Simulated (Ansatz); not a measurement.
Base system: GaN in the zinc blende structure (space group F-43m, No. 216; a = 4.498 Å).

Structures relaxed with Ansatz (a program for electronic structure), PBEsol, PAW, cutoff 420 eV, scalar-relativistic without spin-orbit coupling, earlier PAW set.

Base:

Simulated powder pattern, Cu Kα, λ = 1.54184 Å (kinematic, ideal powder, no thermal factors, no anomalous dispersion; the 14 strongest lines at most, above 2 %, up to 2θ = 90°):

```
2θ (°)  I/Imax (%)    hkl
------  ----------  -----
34.54          100  (111)
40.09           33  (200)
57.99           41  (220)
69.28           37  (311)
72.84          7.7  (222)
86.55          6.1  (400)
```

After one change:

Simulated powder pattern, Cu Kα, λ = 1.54184 Å (kinematic, ideal powder, no thermal factors, no anomalous dispersion; the 14 strongest lines at most, above 2 %, up to 2θ = 90°):

```tsv
2θ (°)	I/Imax (%)
34.41	100
39.94	33
57.76	42
68.99	37
72.53	7.7
86.17	6.1
```

Name the change that was made.
(A) pressure −2 GPa
(B) pressure 1.8 GPa
(C) pressure 4.2 GPa
(D) pressure 60 GPa

A, pressure −2 GPa. Its volume per atom is 11.50 Å³ against 11.38 Å³, and its space group is F-43m (No. 216).

Load acts through the strain it causes; cell and atoms are relaxed under it. No phonon test of stability was made. Tetrahedral semiconductors of this kind turn to denser phases somewhere between about 1 and 50 GPa; those were not computed, so compressed cells here can lie past the real transition. This is not the structure that GaN has at room temperature and ambient pressure.
